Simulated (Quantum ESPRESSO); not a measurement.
A working Quantum ESPRESSO input for NaCeS2 (R-3m, 4 atoms in the cell) (DFT, PBEsol, plane waves, SSSP 1.1.2 efficiency (PBE) pseudopotentials):

```fortran
&CONTROL
   calculation = 'scf'
   prefix = 'scf'
   outdir = './out'
   pseudo_dir = './'
   verbosity = 'high'
   tprnfor = .true.
   tstress = .true.
/
&SYSTEM
   ibrav = 5
   celldm(1) = 13.28110885
   celldm(4) = 0.8239813516
   nat = 4
   ntyp = 3
   ecutwfc = 50
   ecutrho = 400
   occupations = 'smearing'
   smearing = 'cold'
   degauss = 0.0073499
   nspin = 2
   starting_magnetization(2) = 0.083
   input_dft = 'pbesol'
/
&ELECTRONS
   conv_thr = 1e-10
   mixing_beta = 0.4
/
ATOMIC_SPECIES
Na    22.9898  na_pbe_v1.5.uspp.F.UPF
Ce   140.1160  Ce.GGA-PBE-paw-v1.0.UPF
S     32.0600  s_pbe_v1.4.uspp.F.UPF
ATOMIC_POSITIONS {crystal}
Na    0.50000000    0.50000000    0.50000000
Ce    0.00000000    0.00000000    0.00000000
S     0.74494600    0.74494600    0.74494600
S     0.25505400    0.25505400    0.25505400
K_POINTS {automatic}
6 6 6  0 0 0
```

The run converged in 30 iterations: free energy E − TS -8421.6594 eV; Fermi level (on the code's own zero) 7.68 eV; pressure -2.72 GPa; largest force (vector length) 0.305 eV/Å; size of the cell's spin moment 1.00 μB; site moments (μB, in the program's spheres or projections) Na 0.00, Ce 0.92, S -0.02, S -0.02. Each of these slips is then made, one at a time:

(1)
```diff
-   ecutwfc = 50
+   ecutwfc = 50.0
-S     0.25505400    0.25505400    0.25505400
+S     0,25505400    0,25505400    0,25505400
```

(2)
```diff
-   nspin = 2
-   starting_magnetization(2) = 0.083
```

Task: Predict the outcome of each change.

Result: 
(1) Decimal commas. The program stopped before any SCF iteration.
```
Error in routine card_atomic_positions (1):
Error while parsing atomic position card.
```

(2) No spin polarisation for a cell with magnetic atoms. The run converged in 27 iterations without an error; against the sound input the free energy rises by 37.1 meV/atom, the pressure goes from -2.72 to -3.25 GPa, the largest force goes from 0.305 to 0.371 eV/Å and the net moment of 0.25 μB/atom is absent without spin. The full log also holds: “c_bands:  3 eigenvalues not converged”.

The starting cell comes from a database of computed structures (which also holds hypothetical and non-ambient phases and stackings), without a prior relaxation at this level. Spin-orbit coupling is off. With one magnetic atom in the cell only a parallel order is possible. With U or open f shells several self-consistent states can exist. The f electrons are in the valence without U or exact exchange, which can misplace them near the Fermi level. Spin-orbit terms, which matter for f shells, are left out.

Left out of this page: 2 runs of the series outside the window shown, repeating another row's setting, or not comparable.
